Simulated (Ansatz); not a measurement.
We consider hexagonal WC, described by LDA (Ansatz, an electronic-structure program, plane waves, PAW).

Total energies, extrapolated to zero smearing (they compare only within this program, potentials and cutoff):

| system | energy (eV/atom) |
|---|---|
| hexagonal WC, relaxed | -5186.6722 |
| bcc W | -10129.8486 |
| graphite | -242.9872 |

Question: Work out the formation enthalpy per atom.

Answer: ΔH_f ≈ ΔE = -5186.6722 − [1 × (-10129.8486) + 1 × (-242.9872)]/2 = -0.254 eV/atom (0 K, no vibrations). The reference value is -0.210 ± 0.009 eV/atom (measured, 298 K, copied from a table, unchecked, not corrected to a static lattice; as tabulated in Wang et al. (2021), doi:10.1038/s41598-021-94550-5), a difference of -0.044 eV/atom.

Spin–orbit coupling is left out; its size isn't shown.

The PAW data were made under PBE.
